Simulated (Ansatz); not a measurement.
Start from Y in the hcp (Mg type) structure (space group P6_3/mmc, No. 194; relaxed with 0.1 eV smearing).

```xyz
2
Lattice="3.6523 0.0000 0.0000 -1.8262 3.1630 0.0000 0.0000 0.0000 5.7029" Properties=species:S:1:pos:R:3 pbc="T T T"
Y      1.8262     1.0543     4.2772
Y      0.0000     2.1087     1.4257
```

Cartesian axes are those of the cell as printed.

Method: Ansatz (a program for electronic structure) PBE, no SOC.

For the base:

The shortest interatomic distance is 3.546 Å.

It is then changed as follows: biaxial strain +2.00 %, plane normal [001], relaxed out of plane (Cartesian); in-plane vectors clamped, the third vector and the atoms free.

Q: What happens to the in-plane stress, shortest interatomic distance and out-of-plane strain?

A: The mean in-plane stress (compression positive) amounts to -1.7 GPa; the shortest interatomic distance stays essentially unchanged (3.546 Å against 3.548 Å); the out-of-plane strain is -1.04 %.

Stability against distortions was not tested. The final runs are not spin-polarised.
